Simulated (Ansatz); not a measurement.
Consider Bi$_{2}$Te$_{3}$ in the Bi2Te3 type structure (space group R-3m, No. 166; a = 4.3945 Å, c = 31.3843 Å (hexagonal axes)).

Levels (all Ansatz, an electronic-structure program, PAW): r2SCAN+rVV10 (500 eV, spin-orbit coupling left out); HSE06 (420 eV, spin-orbit coupling left out).

The geometry is relaxed with r2SCAN+rVV10.

| Item | Result |
|---|---|
| r2SCAN+rVV10 lowest conduction level above the VBM at special points | Γ 0.68 eV; T 0.95 eV; L 0.97 eV |

How does going to HSE06 change the lowest conduction level above the VBM at special points?

The lowest conduction level above the VBM at special points changes from Γ 0.68 eV; T 0.95 eV; L 0.97 eV to Γ 0.83 eV; T 1.14 eV; L 1.16 eV.

Single points use the geometry relaxed with r2SCAN+rVV10. The levels and masses belong to the bands next to the band gap. Whether these cells are dynamically stable was not tested.
